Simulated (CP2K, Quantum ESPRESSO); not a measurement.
**Equation of state of diamond-structure Si (space group 227): energy against volume (CP2K, PBE)**

```yaml
crystal:
  lattice:
    - [3.77201, 0.00000, 0.00000]
    - [1.88601, 3.26666, 0.00000]
    - [1.88601, 1.08889, 3.07984]
  atoms:
    - { symbol: Si, position: [0.50000, 0.50000, 0.50000] }
    - { symbol: Si, position: [0.75000, 0.75000, 0.75000] }
```

Level of theory: PBE, GPW, DZVP-MOLOPT-SR-GTH basis, GTH-PBE potentials (GTH_POTENTIALS) (CP2K). Settings: CUTOFF = 520 Ry; REL_CUTOFF = 60 Ry; SMEAR/METHOD = FERMI_DIRAC; ELECTRONIC_TEMPERATURE = 116.05 K; KPOINTS/SCHEME = MONKHORST-PACK 10 10 10; GAMMA_CENTERED = T; XC_FUNCTIONAL = PBE; Si/BASIS_SET = DZVP-MOLOPT-SR-GTH-q4; Si/POTENTIAL = GTH-PBE-q4; METHOD = GPW; EPS_DEFAULT = 1e-10; NGRIDS = 4; SCF_GUESS = ATOMIC; EPS_SCF = 1e-07; MAX_SCF = 100; ADDED_MOS = 4. The cell above is the first row's. The rows scale it uniformly. In all rows fractional positions and the k mesh are held. E is the free energy at the stated smearing, counted from the lowest row.

```
V (Å^3/atom)  E (meV/atom)
------------  ------------
18.975                   ?
19.387               14.48
19.800                4.53
20.212                0.00
20.625                0.35
21.037                5.08
21.450               13.76
21.862               25.97
22.275               41.34
```

Question: Using the third-order Birch-Murnaghan form, a cubic in V^(-2/3), estimate the missing E at V = 18.975 from the other rows, showing the fit.

Answer: With u = V^(-2/3) - 0.132, the rows have u = 0.006567, 0.004633, 0.002770, 0.000965, -0.000777, -0.002467, -0.004099, -0.005685. Least squares gives E = 2.445 - 2848.4·u + 707464·u² + 835107·u³. Residuals (row less fit): -0.006, 0.013, -0.001, -0.006, -0.005, -0.005, 0.020, -0.009; standard error 0.014 (degrees of freedom: 4). Its minimum lies at u = 0.002006, so V0 = (0.134006)^(-3/2) = 20.39. There d²E/du² = 1425000 and d³E/du³ = 5011000, so B0 = (4/9) × 20.39^(-7/3) × 1425000 × 0.160218 = 89.4 GPa (the last factor turns the table's units into GPa), and B0' = 4 + (2/3) × 0.134006 × (5011000)/1425000 = 4.3. The program's pressures in the fitted runs (not shown) pass through zero at V = 20.39, 0.00 % from this V0. At the withheld row, u = 0.008566, so E = 2.445 - 2848.4 × 0.008566 + 707464 × 0.008566² + 835107 × 0.008566³ = 30.482 meV/atom. The calculation gives 30.45 meV/atom, 0.032 meV/atom below the prediction (0.1 % of the range of E in the table). The row lies outside the fitted rows, so this is an extrapolation. From the scatter of the fitted rows alone, a prediction at this place has a standard error of 0.042 meV/atom, so the miss is 0.8 times that.

Carrying the step between the two nearest rows on in a straight line would have given 24.41, off by 6.04; series whose last step already gives the withheld value aren't shown. The scan was laid around a cell of about the measured size, scaled by a guess for this functional. The runs keep the symmetry of the cell, so they don't test it for distortions. A plane-wave scan with the same functional (Quantum ESPRESSO, GBRV) gives V0 = 20.43 Å^3/atom and B0 = 88.6 GPa; a Birch-Murnaghan fit to all rows here lies -0.2 % from it in V0 and 1 % in B0; the two differ in basis, and may differ in potentials and mesh. Values carry the incompleteness of an atom-centred basis. Cutoffs and mesh are single choices, not tested for convergence of this quantity. Series with a scatter that would blur these digits, or in which a gap closes, are not shown. Nor are scans whose minimum lies at an end fitted in this form.
